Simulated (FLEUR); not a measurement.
Worked example: self-consistent single point of F2 (C2/c, 4 atoms in the cell) in FLEUR.

Level of theory: LDA (Perdew-Zunger), all-electron FLAPW (FLEUR), scalar-relativistic valence run with FLEUR.

```xyz
4
Lattice="2.5563 -1.5840 0.0000 2.5563 1.5840 0.0000 -0.5621 0.0000 6.5977" Properties=species:S:1:pos:R:3 pbc="T T T"
F      3.5269     0.5061     3.9452
F      1.0236    -0.5061     2.6525
F      0.7426     0.5061     5.9514
F      3.8079    -0.5061     0.6463
```

Reference input (self-consistent single point, DFT, PBEsol, all-electron FLAPW (FLEUR), scalar-relativistic valence): Kmax = 4.8 1/bohr; GmaxXC = 16.8 1/bohr; xcFunctional = PBEs; jspins = 1; l_soc = F; mode = hist; fermiSmearingEnergy = 0.0001 Htr; mesh (inpgen div1-3) = 10 10 4; inpgen gamma flag = true; Gmax = 16.8 1/bohr; numbands = 0; maxIterBroyd = 15. This run's input differs from it in these lines:

```diff
@@ -16,3 +16,3 @@
 &comp jspins=1 /
-&exco xctyp='PBEs' /
+&exco xctyp='pz' /
 &kpt div1=10 div2=10 div3=4 gamma=t /
@@ -29,3 +29,3 @@
       <coreElectrons ctail="T" frcor="F" kcrel="0" coretail_lmax="0"/>
-      <xcFunctional name="PBEs" relativisticCorrections="F"/>
+      <xcFunctional name="pz" relativisticCorrections="F"/>
       <magnetism jspins="1"/>
```

The program printed (abridged):

```
 Iteration:     1   Distance:      29.07283215 me/bohr^3
 Iteration:     2   Distance:      27.51199473 me/bohr^3
 Iteration:     3   Distance:       5.44254013 me/bohr^3
 Iteration:     4   Distance:       1.18545975 me/bohr^3
 Iteration:     5   Distance:       0.60207490 me/bohr^3
   [... 4 lines left out ...]
 Iteration:    10   Distance:       0.00108621 me/bohr^3
 Iteration:    11   Distance:       0.00011810 me/bohr^3
 Iteration:    12   Distance:       0.00007406 me/bohr^3
 Iteration:    13   Distance:       0.00000865 me/bohr^3
 Reset of history
 Run finished successfully
 Stop message:
   Structural relaxation: new displacements generated

[file out, last iteration]
             iter=     14
[...]
          total density-effective poten   -5.9961113696E+02
          total charge density-energy d   -3.8772691454E+01
 Updated energy parameters for spin:           1
[...]
 fermi energy and band-weighting factors:

[...]
FERMIE:
          first approx. to ef    (T=0)  :  -0.135142 htr   (energy of the highest occ. eigenvalue)
          number of occ. states  (T=0)  :       1638
          first approx. to seigv (T=0)  : -12.315223 htr
          sum of weights of occ. states :  14.000000
          sum of semicore charge        :   0.000000 e
FERHIS:  Fermi-Energy by histogram:
          bandgap                     :   0.091854 htr
   [... lines left out ...]
          charge neutrality (T=0)     :   0.000000    (zero if the highest occ. eigenvalue is "entirely" occupied)
 Direct bandgap for spin            1 :    9.1853869022421569E-002  Htr
   [... lines left out ...]
 ---->    (input%tkb*entropy) TS=              0.0000000000 htr
 ---->    free energy=                      -396.9252532201 htr
      extrapolation for T->0
 ---->    total electron energy=            -396.9252532201 htr
 ***** TOTAL FORCES ON ATOMS *****
 TOTAL FORCE FOR ATOM TYPE=  1  X= -1.934   Y=  0.956   Z= -5.013
                       FX_TOT= 0.000281 FY_TOT= 0.003885 FZ_TOT=-0.007206
```

The run converged in 13 iterations. FLEUR gives forces in its relaxation mode, with a further iteration, so its stop message speaks of a relaxation. Against the reference run the largest force goes from 0.209 to 0.421 eV/Å and the gap on the mesh goes from 2.669 to 2.499 eV.

The starting cell comes from a database of computed structures (which also holds hypothetical and non-ambient phases and stackings), without a prior relaxation at this level. Values depend on the basis (sphere radii, cutoffs, local orbitals), which need not be converged.

Cost on one core of a shared machine: roughly 5 min.
